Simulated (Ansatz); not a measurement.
**Effect of O → C on ZrO2**

Consider ZrO₂ in the fluorite structure (space group Fm-3m, No. 225; a = 5.1159 Å).

Perturbation: full substitution O → C; the structure is relaxed again.

All numbers come from PBE (Ansatz, a program for electronic structure), spin-orbit coupling left out, earlier PAW set. k-mesh 15×15×15 (Γ-centred); smearing 0.05 eV (Fermi–Dirac), for the changed cell.

- Volume per atom = 12.75 Å³ (base 11.16 Å³)
- Density = 5.00 g/cm³ (base 6.11 g/cm³)
- Lattice parameter a = 10.108 bohr (base 9.668 bohr)
- Space group = Fm-3m (No. 225) (base Fm-3m (No. 225))
- Shortest interatomic distance = 4.377 bohr (base 4.186 bohr)
- Band gap = zero (base 3.32 eV)

Final structure:

```xyz
3
Lattice="0.0000 2.6744 2.6744 2.6744 0.0000 2.6744 2.6744 2.6744 0.0000" Properties=species:S:1:pos:R:3 pbc="T T T"
Zr     0.0000     0.0000     0.0000
C      1.3372     1.3372     1.3372
C      4.0116     4.0116     4.0116
```

No phonon test of stability was made. As relaxed here, ZrC2 is a hypothetical phase, not in the database extracts checked. The final runs are not spin-polarised. ZrC2 has a high density of states at the Fermi level and may be magnetic at this level. This is not the structure that ZrO2 has at room temperature and ambient pressure.
